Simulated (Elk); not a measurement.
Band structure of TbCo₂Si₂ (I4/mmm, 5 atoms in the cell).

```
CELL_PARAMETERS angstrom
     -1.92908     1.92908     4.86170
      1.92908    -1.92908     4.86170
      1.92908     1.92908    -4.86170
ATOMIC_POSITIONS crystal
  Tb 0.00000 0.00000 0.00000
  Co 0.75000 0.25000 0.50000
  Co 0.25000 0.75000 0.50000
  Si 0.62984 0.62984 0.00000
  Si 0.37016 0.37016 0.00000
```
Moments meant for the start (each program seeds them in its own way; μB, in the order of the atoms Tb Co Co Si Si): 6.0 0.0 0.0 0.0 0.0.

Method of the run: PBEsol, all-electron FP-LAPW, Elk's shipped species files, APW+lo basis with extra local orbitals run with Elk.

Settings: xctype = 22; spinpol = true; rgkmax = 7.5; stype = 3; swidth = 0.00183747 Ha; ngridk = 7 7 7; reducebf = 0.7; gmaxvr = 14 1/bohr; nxlo = 2; lorbcnd = true; rmtscf = 0.87; lmaxi = 2; nempty = 10 per atom; bfcmt = [[0.0, 0.0, -6.0], [0.0, 0.0, 0.0], [0.0, 0.0, 0.0], [0.0, 0.0, 0.0], [0.0, 0.0, 0.0]].

The starting cell comes from a database of computed structures (which also holds hypothetical and non-ambient phases and stackings), without a prior relaxation at this level. Spin-orbit coupling is off. With one magnetic atom in the cell only a parallel order is possible. With U or open f shells several self-consistent states can exist. The f electrons are in the valence without U or exact exchange, which can misplace them near the Fermi level. Spin-orbit terms, which matter for f shells, are left out. Values depend on the basis (sphere radii, cutoffs, local orbitals), which need not be converged.

Levels in eV from the Fermi level, bands 29 to 36 of the first spin channel:
| point | 29 | 30 | 31 | 32 | 33 | 34 | 35 | 36 |
|---|---|---|---|---|---|---|---|---|
| Γ | -0.96 | -0.89 | -0.89 | -0.62 | -0.24 | 2.64 | 2.64 | 3.22 |
| X | -1.37 | -1.14 | -1.10 | -1.09 | 0.20 | 0.23 | 3.25 | 4.74 |
| Y | -1.50 | -1.14 | -0.99 | -0.76 | 0.20 | 0.39 | 3.17 | 4.35 |
| S | -1.66 | -1.58 | 0.12 | 0.20 | 0.36 | 2.29 | 2.77 | 4.02 |
| Z | -0.28 | -0.28 | -0.23 | 0.00 | 0.84 | 3.01 | 3.20 | 3.20 |
| S1 | -1.66 | -1.58 | 0.12 | 0.20 | 0.36 | 2.29 | 2.77 | 4.02 |
| N | -1.71 | -1.31 | -1.14 | 0.03 | 1.43 | 1.93 | 2.82 | 3.18 |
| P | -1.23 | -1.23 | -1.13 | -1.11 | 0.21 | 0.21 | 2.71 | 4.89 |
| Y1 | -1.50 | -1.14 | -0.99 | -0.76 | 0.20 | 0.39 | 3.17 | 4.35 |

Bands cross the Fermi level along this path, so the cell is metallic at this level.

The net moment of the cell came out as 6.05 μB.
